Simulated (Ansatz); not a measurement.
We consider Nb₃Si (Pm-3n, No. 223, 8 atoms in the cell; start mp-10229), described by LDA in Ansatz (plane waves, PAW).

Run with plane-wave cutoff 520 eV, 12×12×12 k mesh, Fermi–Dirac smearing 0.05 eV, no spin polarisation, scalar-relativistic PAW data made under PBE.

Cell (relaxed at this level):

Space group Pm-3n (No. 223); a = b = c = 5.029 Å, α = β = γ = 90.00°

```json
[
 {"atom": "Nb", "site": "6c", "symmetry": "-4m.2", "x": "0.0000", "y": "0.5000", "z": "0.2500"},
 {"atom": "Si", "site": "2a", "symmetry": "m-3.", "x": "0.0000", "y": "0.0000", "z": "0.0000"}
]
```

**Question.** What does this level give for the bulk modulus?

**Answer.** 
- bulk modulus: 204 GPa

Note: the run has no spin polarisation, so it can have missed a magnetic state; the bulk modulus is −V dP/dV from two relaxed cells at ±2 % in volume; the relaxation could not lower the start's symmetry, so the cell can be a saddle point above a distorted one.

Cost on a shared machine: about 5 core-minutes (a rough figure).

A start named mp-… is a Materials Project structure, which need not be a measured phase.

Ansatz is a program for electronic structure.
